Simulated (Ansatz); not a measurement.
The reference is TiTe2 in the CdI2 type structure (space group P-3m1, No. 164; a = 3.697 Å, c = 6.384 Å; layered, stacked along the Cartesian z axis).

Computed with PBE-D3(BJ) in Ansatz (plane waves to 420 eV, PAW, no SOC).

For the base:

| Quantity | Value |
|---|---|
| c/a ratio | 1.727 |
| Lattice parameter a | 3.697 Å |

One thing is altered: a hydrostatic pressure of 7 GPa.

Question: What does the calculation give for the c/a ratio and lattice parameter a after the change?

Answer: The c/a ratio shrinks by 0.008, from 1.727 to 1.719; the lattice parameter a falls by 0.136 Å, from 3.697 Å to 3.561 Å.

Load acts through the strain it causes; cell and atoms are relaxed under it. Whether these cells are dynamically stable was not tested. No other phases were tried under pressure. The final runs are not spin-polarised.

Ansatz is a program for electronic structure.
